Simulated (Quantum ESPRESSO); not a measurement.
Several settings converged on ScAl (P4mm, 2 atoms in the cell)

```
ScAl
1.0
    3.38046     0.00000     0.00000
    0.00000     3.38046     0.00000
    0.00000     0.00000     3.38046
Sc Al
1 1
Direct
  0.50000   0.50000   0.51479
  0.00000   0.00000   0.00000
```

Base method: PBEsol, GBRV 1.5 ultrasoft (PBESOL) pseudopotentials (plane waves; Quantum ESPRESSO).

Base settings: ecutwfc = 50 Ry; ecutrho = 400 Ry; occupations = smearing; smearing = fd; degauss = 0.0073499 Ry; potentials = {Sc: sc_pbesol_v1.uspp.F.UPF, Al: al_pbesol_v1.uspp.F.UPF}; K_POINTS = automatic 4 4 4 0 0 0; conv_thr = 1e-11 Ry.

The count of work is k-points × plane waves × bands × iterations; it is no time. 

**The cutoff for other potential files**

Level: DFT, PBEsol, plane waves, PseudoDojo standard norm-conserving (PBESOL) pseudopotentials.

In this ladder: ecutrho = default; pseudopotentials = {Sc: Sc.upf, Al: Al.upf}.

The second cell is the first with its lattice scaled by 0.98.

The mesh stays at the base's, so the ladder's end is converged at best in this setting alone.

Only quantities that move along the ladder and can be compared are tabulated.

| ecutwfc | free energy less the last step's (meV/atom) | energy of the compressed cell less the first (meV/atom) | pressure (GPa) | largest difference of a force vector from the last step's (eV/Å) | count of work / last |
|---|---|---|---|---|---|
| 36 Ry | 999.95 | 14.03 | -27.60 | 0.019 | 0.099 |
| 44 Ry | 334.30 | 3.29 | -13.81 | 0.005 | 0.14 |
| 56 Ry | 43.80 | 3.02 | -4.47 | 0.001 | 0.21 |
| 68 Ry | 3.52 | 2.66 | -2.19 | 0.000 | 0.26 |
| 80 Ry | 0.52 | 2.70 | -1.91 | 0.000 | 0.32 |
| 96 Ry | 0.39 | 2.69 | -1.90 | 0.000 | 0.55 |
| 120 Ry | 0.20 | 2.68 | -1.90 | 0.000 | 0.70 |
| 160 Ry | 0.00 | 2.66 | -1.91 | 0.000 | 1.0 |

Coarsest ecutwfc that holds the forces within 0.005 eV/Å of the last step, with all finer ones: 44 Ry, at 0.14 of the last step's count of work; the step before is off by 0.019 eV/Å.

Coarsest ecutwfc that holds the energy of the compressed cell less the first within 0.5 meV/atom of the last step, with all finer ones: 56 Ry, at 0.21 of the last step's count of work; the step before is off by 0.63 meV/atom.

Coarsest ecutwfc that holds the free energy within 5 meV/atom of the last step, with all finer ones: 68 Ry, at 0.26 of the last step's count of work; the step before is off by 44 meV/atom.

The energy difference between the two cells stays within 1 meV/atom of the last step's from 44 Ry on, the total only from 80 Ry on: much of the error is common to both cells and cancels.

At the lowest cutoff the pressure lies 25.7 GPa under the last step's, the usual sign of Pulay stress in an incomplete plane-wave basis.

**The density cutoff**

The mesh stays at the base's, so the ladder's end is converged at best in this setting alone.

Only quantities that move along the ladder and can be compared are tabulated.

| ecutrho | free energy less the last step's (meV/atom) | pressure (GPa) |
|---|---|---|
| 100 Ry | -1.63 | -1.84 |
| 150 Ry | -0.07 | -1.95 |
| 200 Ry | -0.02 | -1.95 |
| 250 Ry | 0.01 | -1.95 |
| 300 Ry | 0.00 | -1.95 |
| 400 Ry | 0.01 | -1.95 |
| 500 Ry | 0.00 | -1.95 |
| 600 Ry | 0.00 | -1.95 |
| 800 Ry | 0.00 | -1.95 |

Coarsest ecutrho that holds the pressure within 0.05 GPa of the last step, with all finer ones: 150 Ry; the step before is off by 0.11 GPa.

Coarsest ecutrho that holds the free energy within 1 meV/atom of the last step, with all finer ones: 150 Ry; the step before is off by 1.6 meV/atom.

On the base run: the starting cell comes from a database of computed structures (which also holds hypothetical and non-ambient phases and stackings), without a prior relaxation at this level. Its lattice was rescaled by up to half a per cent. One atom was moved a little off its site on purpose. Without a gap this mesh is coarse (it stands for a supercell whose shortest vector is 14 Å).
